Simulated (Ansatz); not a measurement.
An Ansatz (a program for electronic structure) run: SiS2 with a change (isotropic strain −1.15 %); PBE in Ansatz (plane waves to 420 eV, PAW, scalar-relativistic without spin-orbit coupling).

Input:

Ansatz 0.2 input:
```yaml
crystal:
  lattice:
    - [-3.1463542031, 5.4927515979, 2.7640962639]
    - [3.1463542031, -5.4927515979, 2.7640962639]
    - [3.1463542031, 5.4927515979, -2.7640962639]
  atoms:
    - { symbol: S, position: [0.8962793354, 0.8184783383, 0.7147576737] }
    - { symbol: S, position: [0.3962793354, 0.6815216617, 0.0778009971] }
    - { symbol: S, position: [0.6037206646, 0.3184783383, 0.9221990029] }
    - { symbol: S, position: [0.1037206646, 0.1815216617, 0.2852423263] }
    - { symbol: Si, position: [0.75, 0.75, 0] }
    - { symbol: Si, position: [0.25, 0.25, 0] }
basis: { ecutwfc: 420, ecutrho_ratio: 4, xc_grid: 2, fft_grid_basis: typed }
kpoints: { mp_grid: { grid: [8, 8, 8] } }
hamiltonian:
  xc: pbe
  dispersion: none
  pseudopotentials: { kind: paw }
scf: { occupations: { method: fermi_dirac, width: 0.05 }, convergence: { dr2_threshold: 0.0000000006 } }
relax: { f_tol: 0.005, max_steps: 50 }
output: { forces: true, stress: true }
checkpoint: { write: state.ck, write_every: 1000 }
```

Output (explanatory and most iteration lines left out):

```
Relaxation: its limit of steps is 50 (relax.max_steps)
Pseudopotential: S, paw, valence charge 6
Pseudopotential: Si, paw, valence charge 4
Crystal: 6 atoms, lattice volume = 191.078 Å³
Basis set: ecut = 420 eV, 3753 PW (Γ), exchange–correlation on 96×96×96 points (8 copies of the dense FFT grid, shifted against one another)
Bands: 22, of which v1, the nominal top of the filled ones, is band 16 counted from 1 (15 counted from 0)
Symmetry: 8 space group operations
Space group: Ibam (ITA 72), of the structure as read, at distance tolerance 5.8e-5 Å
k-points: 95 of 512
Functional: x = pbe(κ = 0.804, μ = 0.2195149727645171), c = pbe(β = 0.06672455060314922)
SCF iter   1: F=—  HF=-4883.917778 eV  |F-HF|=—  |Δ(HF+E_count)|=         —  Δρ=1.33e-3  dr2=3.51e-3  ethr=1.77e-3  ⟨swp⟩=7.7  Hψ=13385  notcnv=0
SCF iter   2: F=—  HF=-4883.914186 eV  |F-HF|=—  |Δ(HF+E_count)|=   3.59e-3  Δρ=6.65e-4  dr2=5.53e-4  ethr=1.10e-5  ⟨swp⟩=2.3  Hψ=4154  notcnv=0  defer=7
SCF 1 converged in 8 iterations: F = -4883.915254 eV  dr2 = 7.03e-11
relax step   1: F+E_penalty+E_count = -4883.91525361 eV  Δ(F+E_penalty+E_count) = +0.000e0 eV  max|allowed force component| = 4.032e-1 eV/Å  Δτ_max = 0.0000 Å  (8 SCF iters, accepted)
Crystal: 6 atoms, lattice volume = 191.078 Å³
SCF iter   1: F=—  HF=-4883.947045 eV  |F-HF|=—  |Δ(HF+E_count)|=         —  Δρ=1.70e-3  dr2=8.73e-3  ethr=2.10e-5  ⟨swp⟩=2.3  Hψ=8074  notcnv=0  defer=152
SCF iter   2: F=—  HF=-4883.944713 eV  |F-HF|=—  |Δ(HF+E_count)|=   2.33e-3  Δρ=7.05e-4  dr2=9.33e-4  ethr=2.10e-5  ⟨swp⟩=2.0  Hψ=2907  notcnv=0  defer=152
SCF 2 converged in 7 iterations: F = -4883.944435 eV  dr2 = 1.89e-10
relax step   2: F+E_penalty+E_count = -4883.94443480 eV  Δ(F+E_penalty+E_count) = -2.918e-2 eV  max|allowed force component| = 4.466e-2 eV/Å  Δτ_max = 0.0234 Å  (7 SCF iters, accepted)
Crystal: 6 atoms, lattice volume = 191.078 Å³
SCF iter   1: F=—  HF=-4883.944860 eV  |F-HF|=—  |Δ(HF+E_count)|=         —  Δρ=2.06e-4  dr2=1.30e-4  ethr=4.19e-6  ⟨swp⟩=2.3  Hψ=5479  notcnv=0  defer=152
SCF iter   2: F=—  HF=-4883.944827 eV  |F-HF|=—  |Δ(HF+E_count)|=   3.29e-5  Δρ=8.70e-5  dr2=1.42e-5  ethr=4.06e-7  ⟨swp⟩=2.0  Hψ=3966  notcnv=0  defer=152
SCF 3 converged in 6 iterations: F = -4883.944808 eV  dr2 = 1.14e-10
relax step   3: F+E_penalty+E_count = -4883.94480801 eV  Δ(F+E_penalty+E_count) = -3.732e-4 eV  max|allowed force component| = 1.967e-3 eV/Å  Δτ_max = 0.0029 Å  (6 SCF iters, accepted)
SCF converged after 6 iterations
Free energy (F): -4883.944808 eV
Internal energy: -4883.944808 eV  (E = F + TS)
E sigma→0 (E₀):  -4883.944808 eV
Fermi energy:    2.341510 eV
--- Forces (eV/Å), atoms counted from 1 ---
  atom   1  S     -0.00196705    -0.00140941     0.00000000
  atom   2  S      0.00196705    -0.00140941     0.00000000
  atom   3  S     -0.00196705     0.00140941     0.00000000
  atom   4  S      0.00196705     0.00140941     0.00000000
  atom   5  Si    -0.00000000     0.00000000     0.00000000
  atom   6  Si     0.00000000     0.00000000     0.00000000
--- Stress (GPa, compression-positive) ---
        0.037368       0.000000       0.000000
        0.000000       0.048192       0.000000
        0.000000       0.000000       1.145733
  P = ⅓ Tr σ = 0.4104 GPa (4.104 kbar)
--- Relaxed structure (3 steps of the walk, 3 accepted, 0 SCFs on fresh bases) ---
  atoms:
    - { symbol: S, position: [0.8946247087992515, 0.8154689574494904, 0.7100936662487419] }
    - { symbol: S, position: [0.39462470879925143, 0.6845310425505096, 0.07915575134976129] }
    - { symbol: S, position: [0.6053752912007485, 0.31546895744949033, 0.9208442486502388] }
    - { symbol: S, position: [0.10537529120074846, 0.18453104255050973, 0.2899063337512582] }
    - { symbol: Si, position: [0.7499999999999999, 0.7499999999999999, 2.955225963926408e-20] }
    - { symbol: Si, position: [0.25, 0.25, 2.955225963926408e-20] }
```

Whether these cells are dynamically stable was not tested. The cell was made from SiS₂ (space group Ibam, No. 72; made of chains) by this change: isotropic strain −1.15 %. No dispersion term is included, though the crystal is made of layers, chains or molecules, so its spacings can come out too wide.
